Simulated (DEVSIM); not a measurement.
Device: Cr/Al2O3/p-In0.53Ga0.47As capacitor, at 300 K.

Layer 1 from the left is Al2O3, thickness (nm) 2.80. Layer 2 from the left is In0.53Ga0.47As, thickness (nm) 5000, Na (cm⁻³) 1.3e16.

Metal gate on the left, work function 4.5 eV. Fixed charge at the semiconductor interface -1.7e11 cm⁻² (in units of +e); no interface traps.

The device is made up for the run: typed textbook-type constants, with dimensions and the other settings drawn at random. Values at 300 K.

Al2O3: gap (eV) 6.8, affinity (eV) 1.35, permittivity 9. In0.53Ga0.47As: gap (eV) 0.74, affinity (eV) 4.51, permittivity 13.9, Nc (cm⁻³) 2.1e17, Nv (cm⁻³) 7.7e18.

Task: Estimate by hand the flat-band voltage, the threshold voltage, and compare with a numerical solution.

Result: 
- Flat-band voltage: C = 2.85 μF/cm², work-function difference -0.585 V; VFB = φms − qNf/C = -0.58 V; numerical -0.58 V.
- Threshold voltage: φF = 0.252 V, depletion charge √(4εqNφF) = 5.08e-8 C/cm²; VT = VFB + 2φF + Qd/C = -0.05 V; numerical -0.05 V.

DEVSIM, 1D Poisson equation in equilibrium, Boltzmann statistics, complete ionisation; no quantum confinement or tunnelling. Metal contacts follow the ideal Schottky-Mott rule: no Fermi-level pinning, no interface dipoles.
